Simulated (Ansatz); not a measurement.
Base system: GaP in the zinc blende structure (space group F-43m, No. 216; a = 5.506 Å).

Level of theory: PBE (Ansatz, a first-principles code, PAW, spin-orbit coupling left out).

For the base:

The band gap is 1.58 eV and the pressure is 0.01 GPa. The gap character comes out as direct at Γ.

The change: the cell is scaled by 0.9700 in all directions, atoms relaxed at fixed cell.

Question: How does this affect the band gap?

Answer: The band gap falls by 0.10 eV to 1.48 eV.

Question: How does this affect the pressure?

Answer: The pressure goes up by 8.615 GPa, from 0.01 GPa to 8.62 GPa.

Question: Estimate the effect on the gap character.

Answer: The gap character becomes indirect, Γ → Γ–X (87 % along) (base: direct at Γ).

The cells carry an imposed strain or load. No phonon test of stability was made. The real GaP has an indirect gap at ambient pressure; PBE orders its close-lying valleys differently.
